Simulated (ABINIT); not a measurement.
Checking a run of ABINIT on MgNb₄O₁₀ (P1, 15 atoms in the cell). The aim is a self-consistent single point with DFT, PBEsol, plane waves, PAW (JTH v2.0 PBE PAW, files made for PBE).

This input was run:

```
# MgNb4O10, JTH v2.0 PBE PAW
pp_dirpath "./"
pseudos "Mg.GGA_PBE-JTH.xml, Nb.GGA_PBE-JTH.xml, O.GGA_PBE-JTH.xml"
acell 3*1.0
rprim
         9.6631731198    0.0000000000    0.0000000000
         0.0115802417   10.7525529875    0.0000000000
         4.7062381915    2.9855801940   12.0404051209
natom 15
ntypat 3
znucl 12 41 8
typat 1 2 2 2 2 3 3 3 3 3 3 3 3 3 3
xcart
         2.5745099315    3.9310686737    0.6861826878
        11.9248777825    5.1588257909    8.9149567596
         7.3280677433    3.1360295701    4.0629143040
         2.5517916723    8.6826051720    3.2840204967
         7.0580513362   10.5822674063    8.1875958862
        10.2867764581    5.1558220615    4.7291099193
         5.2426883448    3.4186049422    7.2696353998
         4.0789322938    8.6354310862    7.1144345778
         9.0444343959   10.3053483632    4.8137539673
         1.3234020401    7.8265260686    0.0037325256
         8.6928754662    2.6848506045    0.1367790022
         5.1466733900    6.0482172663    2.7666442887
         9.9621248059   13.0409966348    9.2636468919
         9.0337507542    7.4924268307    9.3948873077
         4.2475831709    1.0158223052    2.5060899219
ecut 5.9
pawecutdg 11.8
pawovlp -1
ixc -116133
occopt 7
tsmear 0.01 eV
nband 76
kptopt 1
ngkpt 3 3 2
nshiftk 1
shiftk 0 0 0
nstep 50
tolvrs 1.0e-10
prtwf 0
prtden 0
enunit 2
```

The program printed (abridged):

```
 Symmetries : space group P1 (#  1); Bravais aP (primitive triclinic)

 -outvars: echo values of preprocessed input variables --------
            acell      1.0000000000E+00  1.0000000000E+00  1.0000000000E+00 Bohr
             ecut      5.90000000E+00 Hartree
           enunit           2
   [... lines left out ...]
                       3.3815000000E-01  3.6680000003E-02  2.0814000000E-01
            znucl       12.00000   41.00000    8.00000

== DATASET  1 ==================================================================

 Real(R)+Recip(G) space primitive vectors, cartesian coordinates (Bohr,Bohr^-1):
 R(1)=  9.6631731  0.0000000  0.0000000  G(1)=  0.1034857 -0.0001115 -0.0404219
 R(2)=  0.0115802 10.7525530  0.0000000  G(2)=  0.0000000  0.0930012 -0.0230609
 R(3)=  4.7062382  2.9855802 12.0404051  G(3)=  0.0000000  0.0000000  0.0830537
 Unit cell volume ucvol=  1.2510436E+03 bohr^3
 Angles (23,13,12)=  7.69731933E+01  6.92242011E+01  8.99382938E+01 degrees

 Coarse grid specifications (used for wave-functions):

 getcut: wavevector=  0.0000  0.0000  0.0000  ngfft=  24  24  30
         ecut(hartree)=      5.900   => boxcut(ratio)=   2.04193

 Fine grid specifications (used for densities):

 getcut: wavevector=  0.0000  0.0000  0.0000  ngfft=  30  36  45
         ecut(hartree)=     11.800   => boxcut(ratio)=   2.00794

   1.46591975E+04                                ecore*ucvol(ha*bohr**3)

_setup2: Arith. and geom. avg. npw (full set) are     856.500     856.473
--- !BeginCycle
solver: {iscf: 17, nstep: 50, nline: 4, wfoptalg: 10, }
tolerances: {tolvrs: 1.00E-10, }
...

     iter   Etot(hartree)      deltaE(h)  residm     nres2
 ETOT  1  -441.04584242846    -4.410E+02 4.841E+00 1.108E+02
 ETOT  2  -445.18789970159    -4.142E+00 1.290E-02 1.279E+01
 ETOT  3  -445.04042862739     1.475E-01 6.338E-03 3.931E+00
 ETOT  4  -445.00028898943     4.014E-02 2.378E-03 1.722E-01
 ETOT  5  -444.99826988412     2.019E-03 1.622E-03 1.713E-02
   [... 8 lines left out ...]
 ETOT 14  -444.99806098492    -1.409E-09 2.581E-06 8.899E-09
 ETOT 15  -444.99806098507    -1.444E-10 1.413E-06 1.753E-09
 ETOT 16  -444.99806098509    -1.921E-11 7.000E-07 3.994E-10
 ETOT 17  -444.99806098510    -7.446E-12 3.845E-07 7.136E-11
 At SCF step   17       nres2   =  7.14E-11 < tolvrs=  1.00E-10 =>converged.

 Cartesian components of stress tensor (hartree/bohr^3)
  sigma(1 1)=  1.48387940E-02  sigma(3 2)=  1.39045716E-05
  sigma(2 2)=  1.48887109E-02  sigma(3 1)=  1.26762390E-05
  sigma(3 3)=  1.48149012E-02  sigma(2 1)=  3.60500177E-05

 ----iterations are completed or convergence reached----

 reduced coordinates (array xred) for   15 atoms
       0.238250000005      0.349770000001      0.056989999997
       0.873119999992      0.274190000002      0.740419999999
       0.593769999997      0.197960000003      0.337440000000
       0.130360000002      0.731759999996      0.272749999998
       0.398269999996      0.795349999999      0.680009999995
   [... lines left out ...]
 Fermi (or HOMO) energy (hartree) =   0.31696   Average Vxc (hartree)=  -0.40689
 Fermi (or HOMO) energy (eV) =   8.62492   Average Vxc (eV)= -11.07199
   [... lines left out ...]
total_energy        : -4.44998062453300E+02
total_energy_eV     : -1.21090130943730E+04
...

-Cartesian components of stress tensor (GPa)         [Pressure= -4.3683E+02 GPa]
- sigma(1 1)=  4.36572318E+02  sigma(3 2)=  4.09086552E-01
- sigma(2 2)=  4.38040925E+02  sigma(3 1)=  3.72947764E-01
- sigma(3 3)=  4.35869368E+02  sigma(2 1)=  1.06062796E+00

 Calculation completed.
```

Question: Is this run sound? If not, what is wrong?

Answer: The run is not sound. The fault is a basis or grid far too coarse for these potentials. Far below the cutoff that the potentials were made for, the basis cannot represent the orbitals near the nuclei, and energies, forces and above all the stress go wrong. To fix it, restore the cutoff that the potentials need and check convergence. The run converged in 17 iterations without an error; against the sound input the free energy rises by 18.5 eV/atom, the pressure goes from -11.06 to -436.8 GPa, the largest force goes from 0.561 to 2.250 eV/Å and the gap on the mesh goes from 0.292 to 0.142 eV.

The sound input it was made from differs as follows (other fixes are possible):
```diff
-ecut 5.9
-pawecutdg 11.8
+ecut 24
+pawecutdg 48
```

With that input, the run converged in 21 iterations: free energy E − TS -12385.98 eV; top of the valence band (on the code's own zero) 7.61 eV; gap on the k-point mesh 0.29 eV; pressure -11.06 GPa; largest force (vector length) 0.561 eV/Å (DFT, PBEsol, plane waves, PAW (JTH v2.0 PBE PAW, files made for PBE)).

On the sound input: the starting cell comes from a database of computed structures (which also holds hypothetical and non-ambient phases and stackings), without a prior relaxation at this level. Its lattice was rescaled by a random factor within 2.5 % of one. Spin polarisation is off. The potentials were made for another functional than the one used. With a pressure of about -11 GPa the cell is away from its equilibrium volume at this level.

These are the values that this program gave, and no reference: the one-centre exchange-correlation terms come from a truncated expansion.
